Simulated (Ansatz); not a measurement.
# Input and output of a self-consistent single point for Cu3Pd (P4mm, 4 atoms in the cell) (Ansatz)

Method of the run: LDA (PW92), default PAW files made with PBE (plane waves; Ansatz, a first-principles code).

Input:

Ansatz 0.2 input:
```yaml
crystal:
  lattice:
    - [3.682946, 0.000000, 0.000000]
    - [0.000000, 3.682946, 0.000000]
    - [0.000000, 0.000000, 3.682946]
  atoms:
    - { symbol: Cu, position: [0.013576, 0.500000, 0.500000] }
    - { symbol: Cu, position: [0.500000, 0.000000, 0.500000] }
    - { symbol: Cu, position: [0.500000, 0.500000, 0.000000] }
    - { symbol: Pd, position: [0.000000, 0.000000, 0.000000] }
basis:
  ecutwfc: 420.0
kpoints:
  mp_grid: { grid: [9, 9, 9] }
hamiltonian:
  xc: lda
  pseudopotentials: { kind: paw }
scf:
  occupations: { method: fermi_dirac, width: 0.1 }
output:
  forces: true
  eigenvalues: true
  stress: true
```

Output (repeated stretches shortened):

```
WARN ansatz: RAYON_NUM_THREADS=1 ignored (pool sized by the plan → 1); use --threads N
Pseudopotentials: kind: paw
Pseudopotential: Cu, paw, valence charge 19
Pseudopotential: Pd, paw, valence charge 18
Crystal: 4 atoms, lattice volume = 49.956 Å³
Basis set: ecut = 420 eV, 949 PW (Γ)
Bands: 45, of which v1, the nominal top of the filled ones, is band 38 counted from 1 (37 counted from 0)
Symmetry: 8 space group operations
Space group: P4mm (ITA 99), of the structure as read, at distance tolerance 3.7e-5 Å
k-points: 75 of 729 (time reversal used)
PAW frozen core: Cu, regenerated for the run's functional, and the local potential with it
PAW frozen core: Pd, regenerated for the run's functional, and the local potential with it
Initial density: superposition of atomic densities (neutral atoms: chi_scale 0, normalization atom), corrected by the library's trained network
Initial wavefunctions: pseudopotential atomic-orbital guess
Eigensolver: davidson
Functional: x = slater, c = lda
SCF iter   1: F=—  HF=-26512.069028 eV  |F-HF|=—  |Δ(HF+E_count)|=         —  Δρ=2.02e-2  dr2=1.01e-1  ethr=1.77e-3  ⟨swp⟩=5.7  Hψ=12682  notcnv=0  defer=33
all-band conjugate gradients solve this SCF's bands
preconditioner: auto → Kerker (q_TF=auto, 2.919 Å⁻¹)
SCF iter   2: F=—  HF=-26512.044014 eV  |F-HF|=—  |Δ(HF+E_count)|=   2.50e-2  Δρ=3.87e-3  dr2=7.65e-3  ethr=1.34e-4  ⟨swp⟩=2.1  Hψ=5914  notcnv=0  defer=107
SCF iter   3: F=—  HF=-26512.042542 eV  |F-HF|=—  |Δ(HF+E_count)|=   1.47e-3  Δρ=2.44e-3  dr2=1.91e-3  ethr=1.02e-5  ⟨swp⟩=1.9  Hψ=3590  notcnv=0  defer=107
SCF iter   4: F=—  HF=-26512.042043 eV  |F-HF|=—  |Δ(HF+E_count)|=   4.99e-4  Δρ=2.37e-4  dr2=4.59e-5  ethr=2.55e-6  ⟨swp⟩=2.0  Hψ=3819  notcnv=0  defer=107
SCF iter   5: F=—  HF=-26512.042036 eV  |F-HF|=—  |Δ(HF+E_count)|=   7.01e-6  Δρ=1.40e-4  dr2=1.68e-5  ethr=6.13e-8  ⟨swp⟩=2.0  Hψ=4726  notcnv=0  defer=107
SCF iter   6: F=—  HF=-26512.042032 eV  |F-HF|=—  |Δ(HF+E_count)|=   4.00e-6  Δρ=5.41e-5  dr2=2.38e-6  ethr=2.24e-8  ⟨swp⟩=2.7  Hψ=5719  notcnv=0  defer=107
SCF iter   7: F=—  HF=-26512.042032 eV  |F-HF|=—  |Δ(HF+E_count)|=   2.48e-7  Δρ=1.50e-5  dr2=1.48e-7  ethr=3.17e-9  ⟨swp⟩=2.1  Hψ=4599  notcnv=0  defer=107
SCF iter   8: F=-26512.042032 eV  HF=-26512.042032 eV  |F-HF|=9.76e-9  |Δ(HF+E_count)|=   4.70e-8  Δρ=3.98e-6  dr2=1.33e-8  ethr=1.33e-10  ⟨swp⟩=8.0  Hψ=12340  notcnv=0
SCF 1 converged in 8 iterations: F = -26512.042032 eV  dr2 = 1.33e-8
SCF converged after 8 iterations
Free energy (F): -26512.042032 eV
Harris-Foulkes:  -26512.042032 eV  (|F-HF|=9.76e-9)
Internal energy: -26511.992684 eV  (E = F + TS)
E sigma→0 (E₀):  -26512.017358 eV
Entropy (-TS):   -0.049349 eV (-12.337 meV/atom)
Fermi energy:    17.207673 eV
--- Per-component energies (eV) ---
  E_band       = -1206.630240
  E_kinetic    = 1416.300222
  E_local      = -14004.951171  (includes V_loc(G=0)·N_el)
  E_nonlocal   = 1408.465061
  E_hartree    = 6112.606036
  E_xc         = -435.128699
  E_vxc        = -558.196048  (∫ρ·V_xc dr)
  E_paw        = -8405.474157  (= ΣΔE_a)
  E_vpaw       = -1693.466364  (= ΣTr[D̂ρ^β])
  E_aug_tail   = 0.000941  (compensation charges beyond the density's cutoff)
  E_ewald      = -12605.840631
  E_core_change = 2.029714  (= ΣΔE_core)
  E_smearing   = -0.049349  (= −TS)
  E_closure    = -0.000000  (closes the sum)
  Σ components = -26512.042032   (vs F -26512.042032, Δ=0.00e0)
--- Forces (eV/Å), atoms counted from 1 ---
  atom   1  Cu    -0.20075789     0.00000000     0.00000000
  atom   2  Cu     0.10287458     0.00000000     0.00000000
  atom   3  Cu     0.10287458     0.00000000     0.00000000
  atom   4  Pd    -0.00498600    -0.00000000     0.00000000
  max |Σ_I F_I| component: 5.27e-6 eV/Å
--- Stress (GPa, compression-positive) ---
       -9.741246      -0.000000       0.000000
       -0.000000      -9.761312       0.000000
        0.000000       0.000000      -9.761312
  P = ⅓ Tr σ = -9.7546 GPa (-97.546 kbar)
  The stress holds the Pulay correction. Without it, at fixed plane waves, as pw.x and ABINIT print it: P = -9.8371 GPa
--- Band table (eV; the first three rows and the last of 75) ---
  k-point 0: bands = ["-94.1331", "-94.1220", "-94.1219", "-66.8424", "-51.9877", "-51.9877", "-51.9873", "-51.9297", "-51.9297", "-51.9296", "-51.9196", "-51.9196", "-51.9194", "-32.6348", "-32.6345", "-32.6345", "8.4997", "12.0323", "12.0327", [...]
  k-point 1: bands = ["-94.1328", "-94.1223", "-94.1220", "-66.8424", "-51.9872", "-51.9869", "-51.9854", "-51.9306", "-51.9299", "-51.9291", "-51.9212", "-51.9202", "-51.9199", "-32.6355", "-32.6348", "-32.6345", "8.6506", "12.0925", "12.1049", [...]
  k-point 2: bands = ["-94.1320", "-94.1231", "-94.1220", "-66.8423", "-51.9851", "-51.9846", "-51.9808", "-51.9321", "-51.9307", "-51.9289", "-51.9254", "-51.9216", "-51.9213", "-32.6379", "-32.6349", "-32.6345", "9.0943", "12.2065", "12.3031", [...]
  k-point 74: bands = ["-94.1260", "-94.1255", "-94.1255", "-66.8418", "-52.0185", "-51.9594", "-51.9593", "-51.9586", "-51.9451", "-51.9444", "-51.9094", "-51.9094", "-51.9092", "-32.6404", "-32.6401", "-32.6401", "11.8725", "11.9399", "11.9409", [...]
```

The run converged in 8 iterations.

The starting cell comes from a database of computed structures (which also holds hypothetical and non-ambient phases and stackings), without a prior relaxation at this level. Its lattice was rescaled by up to half a per cent. One atom was moved a little off its site on purpose. Spin polarisation is off. With a pressure of about -10 GPa the cell is away from its equilibrium volume at this level. Ansatz's pressure includes its estimate of the finite-basis (Pulay) stress.
